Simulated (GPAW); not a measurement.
GPAW run on Mg (P6_3/mmc, 4 atoms in the cell): self-consistent single point.

Level of theory: PBEsol, GPAW PAW datasets PBEsol (made by gpaw-setup) (plane waves; GPAW).

```xyz
4
Lattice="3.2235 0.0000 0.0000 -1.6118 2.7917 0.0000 0.0000 0.0000 10.4705" Properties=species:S:1:pos:R:3 pbc="T T T"
Mg     0.0000     0.0000     0.0000
Mg     0.0000     0.0000     5.2353
Mg     0.0000     1.8611     2.6176
Mg     1.6118     0.9306     7.8529
```

Reference input (self-consistent single point, DFT PBE, plane waves, GPAW PAW datasets PBE (gpaw-data 1.0.1)): mode = pw; ecut = 850 eV; xc = PBE; kpts = 8 8 3; mesh shift (steps) = 0 0 0; occupations.name = methfessel-paxton; occupations.width = 0.1 eV; occupations.order = 0; nbands = -10; convergence.density = 1e-05 e/electron; convergence.energy = 1e-05 eV/electron; symmetry.symmorphic = false. This run's input differs from it in these lines:

```diff
@@ -15,3 +15,3 @@
 calc = GPAW(mode=PW(850),
-            xc='PBE',
+            xc='PBEsol',
             kpts={'size': (8, 8, 3), 'gamma': True},
```

Its files differ too (potentials: GPAW PAW datasets PBEsol (made by gpaw-setup)).

Output (repeated stretches shortened):

```
     iter     time        total  log10-change:
                         energy   eigst   dens
iter:   1 --:--:--    -7.321675
iter:   2 --:--:--    -7.384617   -0.40  -1.56
iter:   3 --:--:--    -7.370621   -1.27  -1.59
iter:   4 --:--:--    -7.379151   -1.85  -1.96
iter:   5 --:--:--    -7.381092   -2.85  -2.94
iter:   6 --:--:--    -7.374680   -3.67  -2.82
iter:   7 --:--:--    -7.374582   -4.62  -3.36
iter:   8 --:--:--    -7.374619c  -5.58  -3.54
iter:   9 --:--:--    -7.374638c  -5.06  -3.28
iter:  10 --:--:--    -7.374665c  -6.07  -3.96
iter:  11 --:--:--    -7.374608c  -5.80  -3.91
iter:  12 --:--:--    -7.374608c  -6.85  -4.75
iter:  13 --:--:--    -7.374608c  -7.98c -5.07c
Converged after 13 iterations.

Dipole moment: (-0.000000, 0.000000, -0.000001) |e|*Ang

Energy contributions relative to reference atoms: (reference = -21750.741326)

Kinetic:         -8.617751
Potential:      +12.770794
External:        +0.000000
XC:             -11.357677
Entropy (-ST):   -0.007412
Local:           -0.166268
SIC:             +0.000000
--------------------------
Free energy:     -7.378314
Extrapolated:    -7.374608

Showing only first 2 kpts
 Kpt  Band  Eigenvalues  Occupancy
  0    18     -2.08590    2.00000
  0    19      1.71365    2.00000
  0    20      2.12023    2.00000
  0    21      8.30019    0.00000

  1    18     -1.03820    2.00000
  1    19      0.29267    2.00000
  1    20      3.80700    0.00000
  1    21      5.93410    0.00000

Fermi level: 3.39856

No gap
No difference between direct/indirect transitions
Energy (eV): -7.374608

Forces in eV/Ang:
  0 Mg    0.00000    0.00000    0.00000
  1 Mg   -0.00000   -0.00000    0.00000
  2 Mg    0.00000    0.00000    0.00000
  3 Mg    0.00000   -0.00000   -0.00000

Stress tensor:
     0.008189     0.000000     0.000000
     0.000000     0.008189     0.000000
     0.000000     0.000000     0.010645
Stress (GPa, Voigt): [1.312  1.312  1.7056 0.     0.     0.    ]
```

The run converged in 13 iterations. GPAW prints stress with tension positive. Against the reference run the pressure goes from -0.83 to -1.44 GPa.

The starting cell comes from a database of computed structures (which also holds hypothetical and non-ambient phases and stackings), without a prior relaxation at this level. Its lattice was rescaled by a random factor within 2.5 % of one.

Cost on one core of a shared machine: roughly 70 s.
